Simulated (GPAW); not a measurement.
Band structure of GaN (Fm-3m, 2 atoms in the cell).

```
CELL_PARAMETERS angstrom
      0.00000     2.13524     2.13524
      2.13524     0.00000     2.13524
      2.13524     2.13524     0.00000
ATOMIC_POSITIONS crystal
  Ga 0.00000 0.00000 0.00000
  N  0.50000 0.50000 0.50000
```

Method: PBEsol, GPAW PAW datasets PBEsol (made by gpaw-setup) (plane waves; GPAW).

Settings: mode = pw; ecut = 900 eV; xc = PBEsol; kpts = 9 9 9; mesh shift (steps) = 0 0 0; occupations.name = fermi-dirac; occupations.width = 0.05 eV; nbands = -4; convergence.density = 1e-05 e/electron; convergence.bands = -2; symmetry.symmorphic = false; symmetry.tolerance = 0.0005; maxiter = 120; bandpath_npoints = 40.

The starting cell comes from a database of computed structures (which also holds hypothetical and non-ambient phases and stackings), without a prior relaxation at this level.

Predict the gap along the standard path and the places of the band edges.

The gap along the path is 0.35 eV, from a point between K and Γ to X; the smallest direct gap on it is 2.33 eV.

Levels in eV from the top of the valence band on the SCF mesh, bands 1 to 8:
| point | 1 | 2 | 3 | 4 | 5 | 6 | 7 | 8 |
|---|---|---|---|---|---|---|---|---|
| Γ | -16.96 | -0.40 | -0.40 | -0.40 | 1.94 | 13.78 | 13.78 | 13.78 |
| X | -12.54 | -6.94 | -2.90 | -2.90 | 0.36 | 7.62 | 11.63 | 14.09 |
| W | -12.48 | -5.26 | -5.26 | -4.63 | 4.90 | 9.54 | 10.09 | 10.09 |
| K | -12.64 | -6.04 | -5.72 | -2.06 | 2.96 | 8.74 | 10.91 | 12.17 |
| L | -13.89 | -8.36 | -0.19 | -0.19 | 4.53 | 8.85 | 8.85 | 9.04 |
| U | -12.64 | -6.04 | -5.72 | -2.06 | 2.96 | 8.74 | 10.91 | 12.17 |
